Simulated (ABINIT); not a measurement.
Band structure of MgS (Fm-3m, 2 atoms in the cell).

```
CELL_PARAMETERS angstrom
      0.00000     2.58050     2.58050
      2.58050     0.00000     2.58050
      2.58050     2.58050     0.00000
ATOMIC_POSITIONS crystal
  Mg 0.00000 0.00000 0.00000
  S  0.50000 0.50000 0.50000
```

Level of theory: PBE, norm-conserving pseudopotentials (PseudoDojo nc-sr-05 PBE standard) (plane waves; ABINIT).

Settings: pseudos = [Mg.upf, S.upf]; ecut = 42 Ha; occopt = 3; tsmear = 0.00036749 Ha; ngkpt = 9 9 9; nshiftk = 1; shiftk = 0 0 0; potentials = PseudoDojo nc-sr-05 PBE standard; kptopt = 1; nstep = 80; tolvrs1 = 1e-10; ndtset = 2; getden2 = 1.

The starting cell has typed, rounded lattice constants, without a prior relaxation at this level. Its lattice was rescaled by a random factor within 2.5 % of one.

Q: Predict the gap along the standard path and the places of the band edges.

A: The gap along the path is 2.84 eV, from Γ to X; the smallest direct gap on it is 3.91 eV.

Levels in eV from the top of the valence band on the SCF mesh, bands 5 to 12:
| point | 5 | 6 | 7 | 8 | 9 | 10 | 11 | 12 |
|---|---|---|---|---|---|---|---|---|
| Γ | -12.80 | 0.00 | 0.00 | 0.00 | 3.91 | 7.94 | 7.94 | 7.94 |
| X | -11.05 | -4.31 | -1.73 | -1.73 | 2.84 | 4.34 | 12.25 | 12.80 |
| W | -11.00 | -3.32 | -3.32 | -2.42 | 5.35 | 7.99 | 7.99 | 8.16 |
| K | -11.05 | -3.80 | -3.27 | -1.40 | 3.95 | 6.74 | 9.78 | 10.20 |
| L | -11.43 | -4.95 | -0.61 | -0.61 | 4.58 | 6.92 | 6.92 | 10.41 |
| U | -11.05 | -3.80 | -3.27 | -1.40 | 3.95 | 6.74 | 9.78 | 10.20 |
